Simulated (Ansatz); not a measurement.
Hypothetical cubic perovskite TlCdBr3, response to strain

The reference is TlCdBr$_{3}$ in the cubic perovskite structure (space group Pm-3m, No. 221; a hypothetical phase, not in the database extracts checked).

```
TlCdBr3
1.0
    5.53428     0.00000     0.00000
    0.00000     5.53428     0.00000
    0.00000     0.00000     5.53428
Tl Cd Br
1 1 3
Direct
  0.00000   0.00000   0.00000
  0.50000   0.50000   0.50000
  0.00000   0.50000   0.50000
  0.50000   0.50000   0.00000
  0.50000   0.00000   0.50000
```

Cartesian axes are those of the cell as printed.

Strains are applied to the cell and any free atomic positions relax.

Calculations: Ansatz (an electronic-structure program), PBE, PAW, cutoff 420 eV, no SOC.

```csv
uniaxial strain ε_yy (%),band gap (eV)
0,0.81
0.71,?
1.99,0.74
4.4,0.66
```

Question: Fit E_g = E₀ + Dε (ε in %) to the rows shown and predict the withheld row.

Answer: Least squares on the printed values gives E₀ = 0.81 eV, D = -34.1 meV per % of strain (largest residual 0.00 eV); this predicts 0.79 eV, and the run gives 0.79 eV, in agreement.

With Tl present, leaving out spin-orbit coupling can change the band edges. Stability against distortions was not tested. Many cubic perovskites are stable only at high temperature; tilts and polar distortions were not tested.
